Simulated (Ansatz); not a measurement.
Defect: N vacancy in zinc-blende BN, charge state -1. The step: a nearby N atom hops onto the vacant site; the atom moves 2.52 Å along (0.01, -0.50, -0.49) of the unit cell; the moving atom starts with neighbours 3 B at 1.55, B at 1.57 Å and ends with 2 B at 1.56, B at 1.60, B at 1.79 Å. A PBE band in Ansatz (plane-wave PAW, a 2×2×2 k-point mesh shifted by half a step, 64 host sites, 242 SCF runs with any check of the saddle's order, static, no finite-size correction) gives a forward barrier of 5.13 eV. The check of the saddle point's order was inconclusive. The charge state is imposed; whether it is stable for some Fermi level was not computed. Forms of the defect that were not tried may lie lower.

Single points at the band's start and saddle point can refine it. Rough cost of one point, in units of the band's mean SCF on the same machine:

| Level | Cost of one point |
|---|---|
| PBE, a 3×3×3 k-point mesh shifted by half a step | about 4 |
| r2SCAN at 500 eV, a 2×2×2 k-point mesh shifted by half a step | about 3 |

Problem. Which of these move the barrier by more than 0.1 eV, and how far does each move it?

Solution. PBE, a 3×3×3 k-point mesh shifted by half a step: -0.01 eV; r2SCAN at 500 eV, a 2×2×2 k-point mesh shifted by half a step: +0.18 eV. Each functional is compared with PBE at the same k-points.

Ansatz is a quantum-chemistry and plane-wave program.
